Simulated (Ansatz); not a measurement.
Si (P6₃/mmc, No. 194, 4 atoms in the cell; start mp-165; another form than the element's usual one), treated with dielectric-dependent PBEsol hybrid (PAW; Ansatz, an electronic-structure program).

Settings: plane-wave cutoff 460 eV, 9×9×4 k mesh (along the axes of the cell as run), Fermi–Dirac smearing 0.01 eV, scalar-relativistic PAW data made under PBE.

The cell is the one relaxed with PBEsol. Conventional cell: a = 3.8247 Å, b = 3.8247 Å, c = 6.3240 Å, α = 90.00°, β = 90.00°, γ = 120.00°.

```
CELL_PARAMETERS angstrom
      3.82469     0.00000     0.00000
     -1.91235     3.31228     0.00000
      0.00000     0.00000     6.32397
ATOMIC_POSITIONS crystal
  Si 0.33333 0.66667 0.06300
  Si 0.66667 0.33333 0.93700
  Si 0.66667 0.33333 0.56300
  Si 0.33333 0.66667 0.43700
```

Q: List the 9 lowest band energies at Γ above −25 eV (eV, relative to the valence band maximum), grouping those that round alike.

A: At Γ: -12.71, -10.32, -7.56, -1.58 (×2), -0.36, 0.00 (×2), 1.34.

Note: the run warned that its exchange threshold was loose for the stress; cell and atoms aren't relaxed at this level (pressure -0.3 GPa).

A start named mp-… is a Materials Project structure, which need not be a measured phase.
